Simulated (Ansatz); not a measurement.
An Ansatz (a program for electronic structure) input (Ansatz r2SCAN, spin-orbit coupling left out, earlier PAW set):

Ansatz 0.2 input:
```yaml
crystal:
  lattice:
    - [3.5138465024, 0, 0]
    - [0, 3.5138465024, 0]
    - [1.7569232512, -1.7569232512, 2.6615086887]
  atoms:
    - { symbol: S, position: [0, 0, 0] }
    - { symbol: Mg, position: [0.5, 0.5, 0] }
basis: { ecutwfc: 500, ecutrho_ratio: 4, xc_grid: 4, fft_grid_basis: typed }
kpoints: { mp_grid: { grid: [11, 11, 11] } }
hamiltonian:
  xc: r2scan
  dispersion: none
  pseudopotentials: { azcp: { folder: ./paw }, kind: paw }
scf: { occupations: { method: fermi_dirac, width: 0.05 } }
relax: { f_tol: 0.005, max_steps: 50, cell: { stress_tol: 0.01, fix: [a, b, gamma] } }
output: { forces: true, stress: true }
checkpoint: { write: state.ck, write_every: 1000 }
```

Q: Which symmetry and how many k-points will the program report, and about how many plane waves at Γ?

A: Space group I4/mmm (ITA 139) with 16 operations, k-points 126 of 1331, and 853 plane waves at Γ.

Q: And the final pressure?

A: 6.90 GPa (compression positive).

The cells carry an imposed strain or load. No phonon test of stability was made. The cell was made from MgS in the rock salt structure (space group Fm-3m, No. 225) by this change: biaxial strain −4.53 %, plane normal [001], relaxed out of plane.
